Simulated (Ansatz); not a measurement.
The starting structures come from a database of crystals and need not be the phases stable at ambient conditions.

Evanescent states of LaSF (P4/nmm, not sure to be the ambient phase, 6 atoms a cell, 19.0 Å³ an atom) along the normal of (100)

Level of theory: r2SCAN (plane waves, PAW; Ansatz, a first-principles code).

The gap is the functional's own. No spin-orbit coupling. Mid-gap values are interpolated on the energy grid.

Energies count from the valence-band top; κ is the least over a 8×6 mesh across the current.

```csv
E (eV),κ (1/Å),where
0.05,0.104,Γ
0.15,0.138,Γ
0.25,0.163,Γ
0.35,0.184,Γ
0.45,0.201,Γ
0.55,0.216,Γ
0.65,0.229,Γ
0.75,0.241,Γ
0.85,0.251,Γ
0.95,0.260,Γ
1.05,0.258,Γ
1.15,0.244,Γ
1.25,0.229,Γ
1.35,0.211,Γ
1.45,0.192,Γ
1.55,0.169,Γ
1.65,0.141,Γ
1.75,0.103,Γ
1.85,0.033,Γ
```

**Question.** How thick must the barrier be to attenuate the transmission by 10^6 when the electrodes' Fermi level lies at 0.75 eV, and what attenuation does that film give at 1.35 eV?

**Answer.** d = 6 ln 10 / (2 × 0.241) = 28.7 Å. At 1.35 eV it gives 6 × 0.211/0.241 = 5.3 decades.
